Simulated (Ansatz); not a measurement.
Input:

```yaml
crystal:
  lattice:
    - [2.66748, 0.00000, 0.00000]
    - [-1.33374, 2.31010, 0.00000]
    - [0.00000, 0.00000, 4.20810]
  atoms:
    - { symbol: Ru, position: [0.66667, 0.33333, 0.75000] }
    - { symbol: Ru, position: [0.33333, 0.66667, 0.25000] }
```

No spin polarisation.

Computed with PBE (Ansatz, a first-principles code; PAW; 420 eV plane waves; scalar-relativistic without spin-orbit coupling). k-mesh 24×24×14 (Γ-centred); smearing 0.1 eV (Fermi–Dirac).

Problem. Predict the pressure, space group and band gap.

Solution. The pressure (mean of the normal stresses, compression positive) is 21.8 GPa. The space group comes out as P6_3/mmc (No. 194) and the band gap is zero.

The cells carry an imposed strain or load. No phonon test of stability was made. The final runs are not spin-polarised. The cell was made from Ru in the hcp (Mg type) structure (space group P6_3/mmc, No. 194) by this change: isotropic strain −2.00 %.
